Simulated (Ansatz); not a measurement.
## Sb_Si in silicon

These are PBE, PAW (plane waves to 420 eV; Ansatz, a program for electronic structure) values and carry that method's errors. A supercell of 216 sites (3×3×3 repeats of a cell of 8 atoms) was used; the energies come from a 2×2×2 shifted sampling of its zone. Site at the start: the Si site. Energies of charged states are corrected for periodic images (point charge plus alignment at distant sites). Dielectric constants: PBE linear response of the host. Host gap at this level: 0.61 eV. These values are not converged in cell size to better than tenths of an eV. The semilocal functional narrows the gap, so deep levels can fall outside it. Spin–orbit coupling is left out, which matters for these heavy elements. Each state is the lowest found from its start.

Formation energies E_f are given with the Fermi level at the valence-band maximum. Chemical conditions: host crystal and elements as references (Δμ(Si) = 0.00 eV, Δμ(Sb) = 0.00 eV; Sb taken from its element, since no compound that bounds it was computed at this level; only phases computed here count, gases as isolated molecules at 0 K). Reference phases: Sb: rhombohedral Sb, Si: silicon.

Charges with a result: +1, 0, −1. Others weren't obtained, and one of them could lie lower, also by skipping a charge.

```csv
charge,moment (μB),point group,largest move off a lattice site (Å),image correction with alignment (eV),"E_f, host crystal and elements as references (eV)"
+1,not spin-polarised,Td,0.21,0.14,0.46
0*,quenched,–,0.22,–,–
−1*,not spin-polarised,Td,0.23,–,–
```

* At this level the carrier isn't localised at the defect: at charge 0 electrons occupy the conduction band; at charge −1 electrons occupy the conduction band. Such a state is shallow or no state of the defect, and this cell gives it no level.

Point groups are those of the whole cell at tolerances of 0.03 and 0.1 Å ("near" where only the looser one holds); none is given for unsettled states.

Starting moments that weren't kept: charge 0 began with 1 μB and ended with 0.0.

All states together cost very roughly 5 core-hours.
